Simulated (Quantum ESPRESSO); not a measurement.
Quantum ESPRESSO is run on YAl₃ (R-3m, 12 atoms in the cell), and the run fails. The aim is a self-consistent single point with DFT, LDA (PW92), plane waves, PseudoDojo standard norm-conserving (LDA) pseudopotentials.

Cell that was meant: a = 7.8519 Å, b = 7.8519 Å, c = 7.8519 Å, α = 46.53°, β = 46.53°, γ = 46.53°.

Part of the input:

```fortran
ATOMIC_SPECIES
Y     88.9058  Y.upf
Al    26.9815  Al.upf
ATOMIC_POSITIONS fractional
Y     0.78277000    0.78277000    0.78277000
Y     0.21723000    0.21723000    0.21723000
Y     0.00000000    0.00000000    0.00000000
```

Log, with long lists cut:

```
     This program is part of the open-source Quantum ESPRESSO suite
     for quantum simulation of materials; please cite

 %%%%%%%%%%%%%%%%%%%%%%%%%%%%%%%%%%%%%%%%%%%%%%%%%%%%%%%%%%%%%%%%%%%%%%%%%%%%%%
     Error in routine read_cards (1):
     unknown option for ATOMIC_POSITION: ATOMIC_POSITIONS FRACTIONAL
 %%%%%%%%%%%%%%%%%%%%%%%%%%%%%%%%%%%%%%%%%%%%%%%%%%%%%%%%%%%%%%%%%%%%%%%%%%%%%%

     stopping ...
```

Task: From the messages shown, name the fault and mend the input.

Result: The fault is a value that the program does not know. The key takes a closed list of words, and names differ between codes. To fix it, use one of the words that the key accepts. The program stopped before any SCF iteration.

An input that runs soundly differs in these lines (not the only fix; some lines may just follow from the change or write a value another way):
```diff
-ATOMIC_POSITIONS fractional
+ATOMIC_POSITIONS crystal
```

With that input, the run converged in 15 iterations: free energy E − TS -3919.6945 eV; Fermi level (on the code's own zero) 8.70 eV; pressure -3.36 GPa; largest force (vector length) 0.093 eV/Å (DFT, LDA (PW92), plane waves, PseudoDojo standard norm-conserving (LDA) pseudopotentials).

On the sound input: the starting cell comes from a database of computed structures (which also holds hypothetical and non-ambient phases and stackings), without a prior relaxation at this level. With a pressure of about -3 GPa the cell is away from its equilibrium volume at this level.
